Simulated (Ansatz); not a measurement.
The starting structures come from a database of crystals and need not be the phases stable at ambient conditions.

Inside the gap of an insulator the Bloch states are evanescent, with a wavenumber k + iκ along the transport direction.

Here is the system:

```
CELL_PARAMETERS angstrom
      3.89967     0.00000     0.00000
      1.85877     7.14632     0.00000
     -1.67807    -0.57784     3.47241
ATOMIC_POSITIONS crystal
  Ca 0.82548 0.75000 0.82548
  Ca 0.17452 0.25000 0.17452
  C  0.57929 0.56012 0.13967
  C  0.42071 0.43988 0.86033
  C  0.13967 0.93988 0.57929
  C  0.86033 0.06012 0.42071
```

Space group of this cell: C2/c. The cell is taken as given.

Transport runs along the normal of the first two printed cell vectors.

The gap is the functional's own. No spin-orbit coupling. Mid-gap values are interpolated on the energy grid.

**Question.** Estimate the band gap and the smallest decay constant κ at mid-gap that r2SCAN in Ansatz (an electronic-structure program) returns for this system.

**Answer.** Gap 2.36 eV on a 10×4×10 mesh; κ = 0.311 1/Å, at (0.500, 0.000) of the in-plane reciprocal vectors. At the zone centre, at the nearest computed energy, the slowest state has κ = 0.45 1/Å.
